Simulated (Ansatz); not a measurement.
Reference: MgS (Fm-3m), PBEsol, rigid bands (plane waves, PAW, scalar-relativistic; Ansatz, a program for electronic structure); geometry: cell and atoms relaxed with PBEsol.

Space group Fm-3m (No. 225); a = 5.182 Å, b = 5.182 Å, c = 5.182 Å, α = 90.00°, β = 90.00°, γ = 90.00°

```json
[
 {"atom": "Mg", "site": "4a", "symmetry": "m-3m", "x": "0.0000", "y": "0.0000", "z": "0.0000"},
 {"atom": "S", "site": "4b", "symmetry": "m-3m", "x": "0.5000", "y": "0.5000", "z": "0.5000"}
]
```
(The calculation used a cell of 2 atoms; values per cell refer to that cell.)

- band gap: 2.73 eV
- electron conductivity mass: 0.35 mₑ
- hole conductivity mass: 1.00 mₑ
- Seebeck coefficient, n-type 1e19 cm⁻³: -261 μV/K

**Question.** Replace S by O on the same sites and relax. What happens?

**Answer.** MgO (Fm-3m): volume per atom 17.4 to 9.4 Å³; band gap rises (2.73 eV to 4.62 eV); electron conductivity mass stays about the same (0.35 mₑ to 0.35 mₑ); hole conductivity mass rises (1.00 mₑ to 2.3 mₑ); Seebeck coefficient, n-type 1e19 cm⁻³ falls in size (-261 μV/K to -171 μV/K).

**Question.** Swap Mg for Ba, keeping the structure type. How do these values move?

**Answer.** BaS (Fm-3m): volume per atom 17.4 to 31.7 Å³; band gap falls (2.73 eV to 2.04 eV); electron conductivity mass rises (0.35 mₑ to 0.43 mₑ); hole conductivity mass falls (1.00 mₑ to 0.83 mₑ); Seebeck coefficient, n-type 1e19 cm⁻³ rises in size (-261 μV/K to -305 μV/K).

**Question.** Replace Mg by Ca on the same sites and relax. What happens?

**Answer.** CaS (Fm-3m): volume per atom 17.4 to 22.3 Å³; band gap falls (2.73 eV to 2.16 eV); electron conductivity mass rises (0.35 mₑ to 0.41 mₑ); hole conductivity mass falls (1.00 mₑ to 0.80 mₑ); Seebeck coefficient, n-type 1e19 cm⁻³ rises in size (-261 μV/K to -301 μV/K).

Moves up to 5 % count as about the same. Masses are for dilute carriers at 300 K, harmonic means over directions unless an axis is named. Seebeck coefficients are for the stated density at 300 K, with one relaxation time for all states and whether or not that doping can be reached. Spin-orbit coupling is left out.

Formula and space group known from diffraction (Crystallography Open Database), not checked to be the room-temperature form: BaS (Fm-3m).
